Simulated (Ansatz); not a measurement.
Formation energy of the bound charge states of O vacancy (V_O) in rock-salt MgO (start: the O site; 64-site cell, 2×2×2 shifted sampling) against the Fermi level, O-rich (Δμ(O) = 0.00 eV; only phases computed here count, gases as isolated molecules at 0 K). Level of theory: PBE, PAW (plane waves to 420 eV; Ansatz, a first-principles code).

Set-up: 64-site cell; 2×2×2 shifted k-points; host gap 4.46 eV; charged states image-corrected; energies good to tenths of an eV.

Left out: charge −1 (carrier in host band states).

```
E_F − E_VBM (eV)  q = +2  q = +1  q = 0
----------------  ------  ------  -----
0.00                2.43    4.00   6.60
0.56                3.55    4.55   6.60
1.12                4.66    5.11   6.60
1.67                5.78    5.67   6.60
2.23                6.89    6.23   6.60
2.79                8.01    6.78   6.60
3.35                9.12    7.34   6.60
3.90               10.24    7.90   6.60
4.46               11.35    8.46   6.60
```

Crossings of the lowest lines: (+2/+1) at 1.57 eV; (+1/0) at 2.61 eV.
